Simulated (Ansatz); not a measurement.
Base system: Si in the diamond structure (space group Fd-3m, No. 227; a = 5.4338 Å). Axes: x, y, z lie along the cube axes.

All numbers come from DFT with PBEsol, PAW potentials and a 420 eV plane-wave cutoff in Ansatz (a first-principles code), without spin-orbit coupling.

Base values:

| Item | Result |
|---|---|
| Pressure | -0.01 GPa |
| Band gap | 0.47 eV |

Now apply this change: biaxial strain +0.50 %, plane normal [001], relaxed out of plane (Cartesian); in-plane vectors clamped, the third vector and the atoms free.

**Question.** What does the calculation give for the hole mass after the change?

**Answer.** The hole mass is 0.16 mₑ out of plane, 0.26 mₑ in plane (at Γ).

**Question.** What does the calculation give for the pressure after the change?

**Answer.** The pressure (mean of the normal stresses, compression positive) decreases by 0.55 GPa (-0.01 GPa → -0.56 GPa).

**Question.** What does the calculation give for the out-of-plane strain after the change?

**Answer.** The out-of-plane strain is -0.40 %.

**Question.** Estimate the effect on the band gap.

**Answer.** The band gap drops by 0.084 eV, from 0.47 eV to 0.38 eV.

Masses are band curvatures over ±0.01 Å⁻¹ around the edge. Stability against distortions was not tested.
